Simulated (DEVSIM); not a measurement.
System: abrupt Ge p-n junction, at 350 K.

Layer 1 from the left is Ge, thickness (μm) 78.0, Na (cm⁻³) 4.7e16, τn (s) 7.5e-6, τp (s) 7.5e-6. Layer 2 from the left is Ge, thickness (μm) 1.60, Nd (cm⁻³) 1.6e14, τn (s) 7.5e-6, τp (s) 7.5e-6.

Left contact: ohmic. Right contact: ohmic. Voltage is applied to the left contact. Recombination: SRH at mid-gap, radiative, Auger. Mobility is constant in doping.

Constants are typed, rounded textbook-type inputs, not results; the design itself was drawn at random and stands for no fabricated device. Values at 300 K; Nc and Nv go as T^1.5, mobilities as T to minus their exponent, the gap by Varshni's rule with the affinity fixed.

Ge: gap (eV) 0.664, affinity (eV) 4, permittivity 16, Nc (cm⁻³) 1.04e19, Nv (cm⁻³) 6e18, μn (cm²/Vs) 3900, μp (cm²/Vs) 1900, T exponent of μn 1.66, T exponent of μp 2.33, B (cm³/s) 6.4e-14, Cn (cm⁶/s) 1e-31, Cp (cm⁶/s) 1e-31, Varshni α (eV/K) 0.000477, Varshni β (K) 235.

Simulated with DEVSIM: 1D drift-diffusion, Boltzmann statistics, complete ionisation; no tunnelling, impact ionisation, image-force lowering or self-heating.

Problem. What does the simulation give for the dark forward voltage at 100 A/cm², the potential step across the device at zero bias, the largest field in the device at zero bias?

Solution. dark forward voltage at 100 A/cm² 0.191 V; potential step across the device at zero bias 0.171 V; largest field in the device at zero bias 11000 V/cm.
